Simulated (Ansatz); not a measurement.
The parent structure is KI in the rock salt structure (space group Fm-3m, No. 225).

Space group Fm-3m (No. 225); a = 7.182 Å, b = 7.182 Å, c = 7.182 Å, α = 90.00°, β = 90.00°, γ = 90.00°

```
atom  site  symmetry       x       y       z
----  ----  --------  ------  ------  ------
K       4a      m-3m  0.0000  0.0000  0.0000
I       4b      m-3m  0.5000  0.5000  0.5000
```
(The calculation used a cell of 2 atoms; values per cell refer to that cell.)

Method: DFT with PBE, PAW potentials and a 420 eV plane-wave cutoff in Ansatz (a first-principles code), scalar-relativistic without spin-orbit coupling.

Base values:

```
Property                      Value
---------  ------------------------
Hole mass  0.51, 2.8, 2.8 mₑ (at Γ)
Pressure                   0.00 GPa
Band gap                    3.86 eV
```

Now apply this change: the cell is scaled by 0.9700 in all directions; the atoms relax in the strained cell.

Question: Predict the new hole mass, pressure and band gap.

Answer: The hole mass (degenerate bands, along [100]) goes from 0.51, 2.8, 2.8 mₑ (at Γ) to 0.44, 2.5, 2.5 mₑ (at Γ); the pressure goes from zero to 1.20 GPa; the band gap increases by 0.21 eV (3.86 eV → 4.07 eV).

Spin-orbit coupling, missing from the scalar runs, can matter with I. Effective masses come from finite differences of ±0.01 Å⁻¹. Stability against distortions was not tested.
